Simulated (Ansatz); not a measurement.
# TlBr in the zinc blende structure (space group F-43m, No. 216; a hypothetical phase, not in the database extracts checked)

```
CELL_PARAMETERS angstrom
      0.00000     3.65535     3.65535
      3.65535     0.00000     3.65535
      3.65535     3.65535     0.00000
ATOMIC_POSITIONS crystal
  Br 0.75000 0.75000 0.75000
  Tl 0.00000 0.00000 0.00000
```

All numbers come from PBEsol (Ansatz, a first-principles code, PAW, scalar-relativistic without spin-orbit coupling), earlier PAW set. k-mesh 8×8×8 (Γ-centred); smearing 0.05 eV (Fermi–Dirac).

| Quantity | Result |
|---|---|
| Volume per atom | 48.84 Å³ |
| Density | 4.83 g/cm³ |
| Band gap | 2.77 eV, indirect, W → X |
| Electron mass | 1.8 mₑ along k, 0.51 mₑ across |
| Lowest conduction-band minima above the VBM | X along ⟨100⟩ 2.77 eV; a point along ⟨110⟩, about 0.5 Å⁻¹ from Γ 3.72 eV; a point along ⟨111⟩, about 0.4 Å⁻¹ from Γ 3.79 eV |
| Total energy | -7017.740 eV/atom (σ→0; compares only within this code and set-up) |

With Tl present, leaving out spin-orbit coupling can change the band edges. Masses are band curvatures over ±0.01 Å⁻¹ around the edge. Along k means along the line from Γ to the band edge. Stability against distortions was not tested.
